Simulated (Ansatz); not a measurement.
Consider the following.

```yaml
crystal:
  lattice:
    - [0.00000, 3.30115, 3.30115]
    - [3.30115, 0.00000, 3.30115]
    - [3.30115, 3.30115, 0.00000]
  atoms:
    - { symbol: Te, position: [0.50000, 0.50000, 0.50000] }
    - { symbol: Pb, position: [0.00000, 0.00000, 0.00000] }
```

No spin polarisation.

Method: PBE, PAW, 420 eV (Ansatz, a program for electronic structure; scalar-relativistic without spin-orbit coupling). k-mesh 9×9×9 (Γ-centred); smearing 0.05 eV (Fermi–Dirac).

Question: Predict the electron mass, hole mass and gap character.

Answer: 
- Electron mass: 0.31 mₑ along k, 0.11 mₑ across (at L)
- Hole mass: 0.51 mₑ along k, 0.097 mₑ across (at L)
- Gap character: direct at L

Spin-orbit coupling, missing from the scalar runs, can matter with Pb and Te. The cells carry an imposed strain or load. Masses are band curvatures over ±0.01 Å⁻¹ around the edge. Along k means along the line from Γ to the band edge. Whether these cells are dynamically stable was not tested. The cell was made from PbTe in the rock salt structure (space group Fm-3m, No. 225) by this change: isotropic strain +0.50 %.
